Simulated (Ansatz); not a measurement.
```yaml
crystal:
  lattice:
    - [3.96627, 2.28993, 3.35077]
    - [-3.96627, 2.28993, 3.35077]
    - [0.00000, -4.57986, 3.35077]
  atoms:
    - { symbol: Cs, position: [0.00158, 0.00158, 0.00158] }
    - { symbol: Ge, position: [0.47675, 0.47675, 0.47675] }
    - { symbol: Br, position: [0.02933, 0.50516, 0.50516] }
    - { symbol: Br, position: [0.50516, 0.02933, 0.50516] }
    - { symbol: Br, position: [0.50516, 0.50516, 0.02933] }
```

The cell is a database entry relaxed within its symmetry; it need not be the phase found at ambient conditions. Cs is the large-site (A) cation and Ge the one bonded closest to the anions (B).

Task: Give the diagonal Born effective charges atom by atom and the electronic dielectric tensor from linear response, r2SCAN in Ansatz (a first-principles code).

Result: 
```csv
atom,Z*xx,Z*yy,Z*zz
Cs1,1.33,1.33,1.30
Ge2,3.51,3.51,2.88
Br3,-2.11,-1.13,-1.39
Br4,-2.11,-1.13,-1.39
Br5,-0.64,-2.59,-1.39
```

ε∞ diagonal: 4.5, 4.5, 4.3. The program warned that the k mesh resolves the field response only roughly, so the permittivities are not converged. Away from Γ the polar cell without biaxial strain shows no imaginary mode on a 2×2×2 mesh.
